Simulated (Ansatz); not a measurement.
For NiTe₂ (P-3m1), Ansatz (a first-principles code) with LDA, DFPT electron-phonon coupling, linearised Boltzmann equation gives a transport coupling λ_tr = 0.468 and a Drude plasma energy ħω_p = 5.68 eV along x (a = (3.80, 0.00, 0.00) Å; b = (-1.90, 3.29, 0.00) Å; c = (0.00, 0.00, 5.11) Å).

**Question.** Estimate the resistivity at 300 K from the high-temperature formula ρ = 2π λ_tr k_B T / (ħ ε₀ ω_p²), and say how the full Boltzmann solution compares.

**Answer.** The scattering rate is 1/τ = 2π λ_tr k_B T/ħ = 1.15e14 s⁻¹ and ω_p = 8.63e15 s⁻¹, so ρ ≈ 17.5 μΩ·cm. The Boltzmann solution gives 16.2 μΩ·cm, 0.92 times the estimate.

A metal at this level (no band gap). Only scattering by harmonic phonons is included (no impurities, grain boundaries, electron-electron scattering or thermal expansion). Spin-orbit coupling is left out. The squared frequency of the phonon mode least converged on the k mesh is uncertain by about 10 %. The run warned that the eigensolver left some states short of its tolerance. Halving the electron mesh (24x24x16) moves the resistivity by up to 5 % at 300 K, the coupling by up to 4 %. Smearing 0.20 eV; phonons on a 4x4x3 q mesh, which this run doesn't test.

Formula and space group known from diffraction (Crystallography Open Database), not checked to be the room-temperature form: NiTe2 (P-3m1). Treated as nonmagnetic (a ferromagnetic start lost its moment, other orders weren't tried): NiTe2 (P-3m1).
